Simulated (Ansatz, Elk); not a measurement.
An Ansatz (a program for electronic structure) input for a self-consistent single point of W (Im-3m, 1 atom in the cell) (DFT, PBE, plane waves, default PAW files):

Ansatz 0.2 input:
```yaml
crystal:
  lattice:
    - [-1.545872, 1.545872, 1.545872]
    - [1.545872, -1.545872, 1.545872]
    - [1.545872, 1.545872, -1.545872]
  atoms:
    - { symbol: W, position: [0.000000, 0.000000, 0.000000] }
kpoints:
  mp_grid: { grid: [12, 12, 12] }
hamiltonian:
  xc: pbe
  pseudopotentials: { kind: paw }
scf:
  occupations: { method: fermi_dirac, width: 0.1 eV }
output:
  forces: true
  eigenvalues: true
  stress: true
```

Q: Give the Elk input for the same structure, mesh, smearing and functional.

A: This is the input that was run; spellings and numerical settings could be chosen otherwise.

```
tasks
  0

xctype
  20

rgkmax
  7.0

rmtscf
  0.85

stype
  3

swidth
  0.00367493

scale
  5.05979621

avec
   -0.5773502692    0.5773502692    0.5773502692
    0.5773502692   -0.5773502692    0.5773502692
    0.5773502692    0.5773502692   -0.5773502692

atoms
  1   : nspecies
  'W.in'   : spfname
  1   : natoms; atposl, bfcmt below
  0.0000000000  0.0000000000  0.0000000000    0.0 0.0 0.0

ngridk
  12 12 12
```

Basis, cutoffs, solver keys and any potentials are the target program's own. This input uses DFT, PBE, all-electron FP-LAPW, Elk's shipped species files, default APW+lo basis.

The starting cell has typed, rounded lattice constants, without a prior relaxation at this level. Its lattice was rescaled by a random factor within 2.5 % of one.
